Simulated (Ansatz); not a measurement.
Results of PBEsol (Ansatz, a first-principles code, plane waves, PAW) for LiH (model structure, within 0.1 Å of P6₃/mmc, No. 194, 4 atoms in the cell).

Numerical settings: plane-wave cutoff 520 eV, 12×12×8 k mesh (along the axes of the cell as run), Fermi–Dirac smearing 0.01 eV, scalar-relativistic PAW data made under PBE.

The cell is the one relaxed with PBEsol. Conventional cell: a = 3.2333 Å, b = 3.2333 Å, c = 4.0437 Å, α = 90.00°, β = 90.00°, γ = 120.00°.

```xyz
4
Lattice="3.2333 0.0000 0.0000 -1.6166 2.8001 0.0000 0.0000 0.0000 4.0437" Properties=species:S:1:pos:R:3 pbc="T T T"
Li     1.6166     0.9334     0.2527
Li     0.0000     1.8667     2.2745
H      1.6166     0.9334     2.2755
H      0.0000     1.8667     0.2536
```

Task: List the 3 lowest band energies at Γ above −25 eV (eV, relative to the valence band maximum), grouping those that round alike.

Result: At Γ: -5.42, 0.00, 2.81.

A model structure was made by putting elements into a prototype or built by hand; it is no filed structure, need not be a known phase, and can be a saddle point held by its symmetry.
